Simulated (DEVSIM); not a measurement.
Structure: abrupt Si p-n junction, at 300 K.

Layer 1 from the left is Si, thickness (μm) 0.120, Na (cm⁻³) 1.2e18, τn (s) 4.3e-5, τp (s) 4.3e-5. Layer 2 from the left is Si, thickness (μm) 7.00, Nd (cm⁻³) 2.6e14, τn (s) 4.3e-5, τp (s) 4.3e-5.

Left contact: ohmic. Right contact: ohmic. Voltage is applied to the left contact. Recombination: SRH at mid-gap, radiative. Mobility is μmin + (μ − μmin)/(1 + (N/Nref)^α).

Constants are typed, rounded textbook-type inputs, not results; the design itself was drawn at random and stands for no fabricated device. Values at 300 K.

Si: gap (eV) 1.124, affinity (eV) 4.05, permittivity 11.7, Nc (cm⁻³) 2.86e19, Nv (cm⁻³) 3.1e19, μn (cm²/Vs) 1417, μp (cm²/Vs) 470, μn,min 52, μp,min 45, Nref,n 9.7e16, Nref,p 2.2e17, αn 0.68, αp 0.72, B (cm³/s) 4.7e-15.

DEVSIM, 1D drift-diffusion, Boltzmann statistics, complete ionisation; no tunnelling, impact ionisation, image-force lowering or self-heating.

Dark forward current:

```csv
|V| (V),|J| (A/cm²)
0.05,1.037e-8
0.10,7.782e-8
0.15,5.292e-7
0.20,3.579e-6
0.25,2.424e-5
0.30,0.0001643
0.35,0.001111
0.40,0.007463
0.45,0.04877
0.50,0.2866
0.55,1.335
0.60,4.880
0.65,15.25
0.70,43.21
0.75,110.1
0.80,237.5
0.85,418.6
0.90,613.0
0.95,784.0
1.00,923.4
1.05,1039
1.10,1139
1.15,1229
1.20,1310
1.25,1385
1.30,1455
```

Task: Work out the local ideality factor n = ΔV / (kT/q · ln(J2/J1)) between the rows 0.15 and 0.20 V, 0.25 and 0.30 V, 1.25 and 1.30 V.

Result: kT/q = 25.85 mV. From 0.15 to 0.20 V: ln(3.579e-6/5.292e-7) = 1.911, n = 1.01, near the 1 of diffusion or emission over a barrier. From 0.25 to 0.30 V: ln(0.0001643/2.424e-5) = 1.914, n = 1.01, near the 1 of diffusion or emission over a barrier. From 1.25 to 1.30 V: ln(1455/1385) = 0.049, n = 39.23.

Task: Estimate the current at 0.30 V from the Shockley equation with J0 = Σ q ni² D/(N L) coth(W/L), τ joining the SRH, radiative and Auger lifetimes that are on, and W taken as the whole layer.

Result: ni² = 1.16e20 cm⁻⁶; electrons in the p layer: μ = 261 cm²/Vs, D = 6.75 cm²/s, τ = 3.46e-5 s, L = 153 μm, W/L = 0.00079, term 8.70e-12 A/cm²; holes in the n layer: μ = 467 cm²/Vs, D = 12.1 cm²/s, τ = 4.30e-5 s, L = 228 μm, W/L = 0.031, term 1.23e-9 A/cm². J0 = 1.24e-9 A/cm², and J = J0 exp(qV/kT) = 0.000136 A/cm². The simulation gives 0.000164 A/cm²; the estimate lies 17 % below. The estimate leaves out recombination in the depletion region and that region's share of W.
